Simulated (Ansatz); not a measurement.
Structures of equal composition on the (111) surface of diamond (C plane on top): (√3x√3)R30° B adatom at H3; (√3x√3)R30° B adatom at T4. The slabs share one bottom face, and each structure is named by its start. These are constructed structures in small cells; real faces may alloy, dewet or reconstruct in larger ones, and not all known structures of the face are among them. Slabs of about 9 Å, Fermi-Dirac smearing of 0.025 eV. Bottom of the slabs: H caps. Relaxed from the named starts with such symmetry as they have, on meshes of like density; energies extrapolated to zero smearing; spin only where a row says so; no spin-orbit coupling, no U. Brackets mark spin-polarised runs, whose order is one that fits the cell. Where a second, spin-polarised start was run, the lower counts.

These are r2SCAN, at the PBE geometry (plane waves to 500 eV, PAW; Ansatz, a program for electronic structure) values and carry that method's errors.

Q: Put the candidates in order of energy per 1x1 cell, lowest first, for r2SCAN, at the PBE geometry.

A: (√3x√3)R30° B adatom at T4 (0.000 eV), (√3x√3)R30° B adatom at H3 (0.531 eV)
